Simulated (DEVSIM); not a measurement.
Device: Schottky contact on n-type Ge, at 250 K.

Layer 1 from the left is Ge, thickness (μm) 3.40, Nd (cm⁻³) 1.8e16, τn (s) 3.9e-5, τp (s) 3.9e-5.

Left contact: Schottky, work function 4.4 eV, emission velocity 8.9e6 cm/s. Right contact: ohmic. Voltage is applied to the left contact. Recombination: SRH at mid-gap, radiative. Mobility is μmin + (μ − μmin)/(1 + (N/Nref)^α).

This is a model device: material constants are rounded textbook-type values typed into the input, and sizes, dopings and lifetimes were drawn at random. Values at 300 K; Nc and Nv go as T^1.5, mobilities as T to minus their exponent, the gap by Varshni's rule with the affinity fixed.

Ge: gap (eV) 0.664, affinity (eV) 4, permittivity 16, Nc (cm⁻³) 1.04e19, Nv (cm⁻³) 6e18, μn (cm²/Vs) 3900, μp (cm²/Vs) 1900, μn,min 150, μp,min 100, Nref,n 2.6e17, Nref,p 4e17, αn 0.56, αp 0.6, T exponent of μn 1.66, T exponent of μp 2.33, B (cm³/s) 6.4e-14, Varshni α (eV/K) 0.000477, Varshni β (K) 235.

**Question.** Estimate by hand the built-in potential, the peak field at zero bias, the capacitance at -0.75 V, and compare with a numerical solution.

**Answer.** 
- Built-in potential: barrier φB = 0.400 eV; Vbi = φB − kT/q ln(N_band/N) = 0.269 V; numerical 0.269 V.
- Peak field at zero bias: depletion approximation: W = √(2εVbi/(qN)) = 0.163 μm with N = 1.80e16 cm⁻³; field = 2Vbi/W = 33100 V/cm; numerical 31600 V/cm (estimate above by 4.6 %).
- Capacitance at -0.75 V: C = √(qεN / 2(Vbi + |V|)) = 44.8 nF/cm²; numerical 45.2 nF/cm² (estimate below by 1.0 %).

DEVSIM, 1D drift-diffusion, Boltzmann statistics, complete ionisation; no tunnelling, impact ionisation, image-force lowering or self-heating. Metal contacts follow the ideal Schottky-Mott rule: no Fermi-level pinning, no interface dipoles.
